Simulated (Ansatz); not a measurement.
The starting structures come from a database of crystals and need not be the phases stable at ambient conditions.

Tunnelling through a barrier is set by its complex band structure: the current falls as exp(−2κd) with the smallest κ.

```
CELL_PARAMETERS angstrom
      5.02603    -0.02792     0.00000
     -2.37192     5.53185     0.00000
     -1.18596     2.76592     1.73751
ATOMIC_POSITIONS crystal
  Na 0.00000 0.00000 0.00000
  H  0.50000 0.50000 0.00000
  F  0.25181 0.41727 0.00000
  F  0.74819 0.58273 0.00000
```

Space group of this cell: R-3m. The cell was relaxed by PBE-D3(BJ); by r2SCAN its mean pressure is -1.6 GPa.

Transport runs along the normal of the first two printed cell vectors, the (110) plane of the conventional cell.

No gap correction and no spin-orbit coupling; mid-gap values are interpolated between computed energies.

Question: Give the band gap and the smallest decay constant κ at mid-gap that r2SCAN (Ansatz, a program for electronic structure) yields.

Answer: Gap 7.69 eV on a 18×18×18 mesh; κ = 0.630 1/Å, at the zone centre.
